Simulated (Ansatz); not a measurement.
Base system: KI in the rock salt structure (space group Fm-3m, No. 225; a = 7.182 Å).

Calculations: Ansatz (a first-principles code), PBE, PAW, cutoff 420 eV, no SOC.

Strains are applied to the cell and any free atomic positions relax.

One change was made to it. Results:

```json
[
 {"quantity": "energy relative to the base (free energy F)", "base": "0 meV/atom", "after": "+3.3 meV/atom"},
 {"quantity": "pressure", "base": "0.00 GPa", "after": "0.53 GPa"},
 {"quantity": "band gap", "base": "3.86 eV", "after": "3.96 eV"}
]
```

Problem. What was done to the base?
(A) isotropic strain +3.00 %
(B) isotropic strain −3.00 %
(C) isotropic strain −1.50 %
(D) isotropic strain −1.00 %
(E) isotropic strain +1.00 %

Solution. C, isotropic strain −1.50 %. For comparison, the energy relative to the base in the other runs: isotropic strain +3.00 % gives +11 meV/atom; isotropic strain −1.00 % gives +1.4 meV/atom; isotropic strain −3.00 % gives +14 meV/atom; isotropic strain +1.00 % gives +1.3 meV/atom.

With I present, leaving out spin-orbit coupling can change the band edges. Stability against distortions was not tested.
